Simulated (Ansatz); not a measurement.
Input:

Host crystal: monoclinic HfO2, with a band gap (PBE, scalar-relativistic without spin-orbit coupling).

End structure of Br on the 1x1 (100) surface of monoclinic HfO2 (cut with top plane 2 O), one in a 1x1 cell, started at the site 'hollow O-O-O':

```yaml
crystal:
  lattice:
    - [5.21201, 0.00000, 0.00000]
    - [0.00000, 5.35246, 0.00000]
    - [0.00000, 0.00000, 28.50000]
  atoms:
    - { symbol: O, position: [0.18629, 0.86339, 0.33630] }
    - { symbol: O, position: [0.31371, 0.36339, 0.33630] }
    - { symbol: Hf, position: [0.07292, 0.16028, 0.37287] }
    - { symbol: Hf, position: [0.42708, 0.66028, 0.37287] }
    - { symbol: O, position: [0.73895, 0.90072, 0.39944] }
    - { symbol: O, position: [0.76105, 0.40072, 0.39944] }
    - { symbol: O, position: [0.24321, 0.43921, 0.42373] }
    - { symbol: O, position: [0.25679, 0.93921, 0.42373] }
    - { symbol: Hf, position: [0.55357, 0.17504, 0.45058] }
    - { symbol: Hf, position: [0.94643, 0.67504, 0.45058] }
    - { symbol: O, position: [0.66702, 0.50181, 0.48738] }
    - { symbol: O, position: [0.83298, 0.00181, 0.48738] }
    - { symbol: O, position: [0.16670, 0.67399, 0.51267] }
    - { symbol: O, position: [0.33467, 0.17238, 0.51240] }
    - { symbol: Hf, position: [0.04916, 0.00220, 0.54927] }
    - { symbol: Hf, position: [0.44728, 0.49953, 0.54943] }
    - { symbol: O, position: [0.74217, 0.73907, 0.57744] }
    - { symbol: O, position: [0.75643, 0.23746, 0.57874] }
    - { symbol: O, position: [0.23679, 0.27321, 0.59861] }
    - { symbol: O, position: [0.25554, 0.77522, 0.60027] }
    - { symbol: Hf, position: [0.55738, 0.01040, 0.62578] }
    - { symbol: Hf, position: [0.93481, 0.52301, 0.63159] }
    - { symbol: O, position: [0.66052, 0.32129, 0.66455] }
    - { symbol: O, position: [0.79854, 0.82092, 0.66487] }
    - { symbol: Br, position: [0.27500, 0.46826, 0.70624] }
```

Set-up: 25 atoms, 9.3 Å thick at the start under the adsorbate (thin: gaps and levels are the slab's own); mesh 4x4x1; 0.01 eV smearing; dipole correction on; 12 atoms held, the rest relaxed; no symmetry held; spin-polarised, ending with about 1.0 μB a cell; orders that need a larger cell were not tried, no spin-orbit, no U, no dispersion correction. At the end it is bonded to Hf. In PBE it is, or lies within 0.03 eV of, the lowest of the starts that converged.

A negative adsorption energy means that the adsorbate is more stable on the surface than in its reference.

Question: What is the computed change of the step from the bottom to the top vacuum level, against the clean slab (PBE run with Ansatz, a program for electronic structure)?

Answer: -0.005 eV

Question: Estimate the gap of the slab on its k-mesh that PBE returns for this input.

Answer: 0.80 eV

Question: What is the computed adsorption energy against ½ Br2(g) (PBE)?

Answer: 0.042 eV

Question: Give the highest filled level below the top vacuum level at the level PBE.

Answer: 7.18 eV
